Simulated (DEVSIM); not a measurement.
Device: illuminated Si p-on-n cell, one wavelength, with a back-surface field, at 250 K.

```csv
layer (left to right),material,thickness (μm),Nd (cm⁻³),Na (cm⁻³),τn (s),τp (s),absorption coefficient (cm⁻¹)
1,Si,0.0570,-,3.1e18,7.7e-6,5.2e-5,150
2,Si,43.0,1.9e15,-,0.00043,0.00043,150
3,Si,1.90,2.6e18,-,0.00043,0.00043,150
```

Left contact: ohmic, minority electron recombination velocity 10000 cm/s. Right contact: ohmic, minority hole recombination velocity 800 cm/s. Voltage is applied to the left contact. Recombination: SRH at mid-gap, radiative, Auger. Light enters at the left, 9.3e16 photons cm⁻² s⁻¹, one pass, no reflection. Mobility is μmin + (μ − μmin)/(1 + (N/Nref)^α).

The device is made up for the run: typed textbook-type constants, with dimensions and the other settings drawn at random. Values at 300 K; Nc and Nv go as T^1.5, mobilities as T to minus their exponent, the gap by Varshni's rule with the affinity fixed.

```
parameter               Si
----------------  --------
gap (eV)             1.124
affinity (eV)         4.05
permittivity          11.7
Nc (cm⁻³)          2.86e19
Nv (cm⁻³)           3.1e19
μn (cm²/Vs)           1417
μp (cm²/Vs)            470
μn,min                  52
μp,min                  45
Nref,n              9.7e16
Nref,p              2.2e17
αn                    0.68
αp                    0.72
T exponent of μn       2.3
T exponent of μp       2.2
B (cm³/s)          4.7e-15
Cn (cm⁶/s)         2.8e-31
Cp (cm⁶/s)         9.9e-32
Varshni α (eV/K)  0.000473
Varshni β (K)          636
```

DEVSIM, 1D drift-diffusion, Boltzmann statistics, complete ionisation; no tunnelling, impact ionisation, image-force lowering or self-heating.

The photon flux was swept, all else fixed.

```
photon flux (cm^-2 s^-1)  open-circuit voltage (V)  fill factor  short-circuit current (mA/cm²)  largest power (mW/cm²)
------------------------  ------------------------  -----------  ------------------------------  ----------------------
2.8e15                                       0.665         0.86                           0.220                   0.126
9.3e15                                       0.693         0.86                           0.729                   0.435
2.8e16                                       0.720         0.86                            2.20                    1.36
9.3e16                                       0.750         0.86                            7.29                    4.70
2.8e17                                       0.777         0.86                            22.0                    14.7
9.3e17                                       0.805         0.87                            73.0                    51.0
2.8e18                                       0.830         0.87                             220                     159
```

From the first row to the last the open-circuit voltage goes from 0.665 to 0.830. From the first row to the last the fill factor goes from 0.86 to 0.87.
